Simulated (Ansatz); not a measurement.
The reference is BN in the wurtzite structure (space group P6_3mc, No. 186; a = 2.555 Å, c = 4.225 Å). Axes: x lies along a and z along c of the hexagonal cell.

Level of theory: PBE, PAW, 420 eV (Ansatz, an electronic-structure program; no SOC).

For the base:

The band gap comes out as 5.23 eV, the valence-band top at Γ comes out as 0.00, 0.00, -0.26 eV and the smallest direct gap is 8.23 eV.

Now apply this change: uniaxial strain ε_zz = −2.40 %, all other strain components held at zero; the atoms relax in the strained cell.

**Question.** Estimate the effect on the band gap.

**Answer.** The band gap increases by 0.08 eV (5.23 eV → 5.31 eV).

**Question.** Predict the new valence-band top at Γ.

**Answer.** The valence-band top at Γ (three highest levels, from the VBM) goes from 0.00, 0.00, -0.26 eV to 0.00, 0.00, -0.17 eV.

**Question.** Predict the new smallest direct gap.

**Answer.** The smallest direct gap decreases by 0.027 eV to 8.21 eV.

**Question.** Predict the new stress.

**Answer.** The stress (xx, yy, zz, yz, xz, xy; compression positive) amounts to (1.57, 1.57, 26.32, 0.00, 0.00, 0.00) GPa.

**Question.** How does this affect the energy relative to the base?

**Answer.** The energy goes up by 11 meV/atom.

Stability against distortions was not tested.
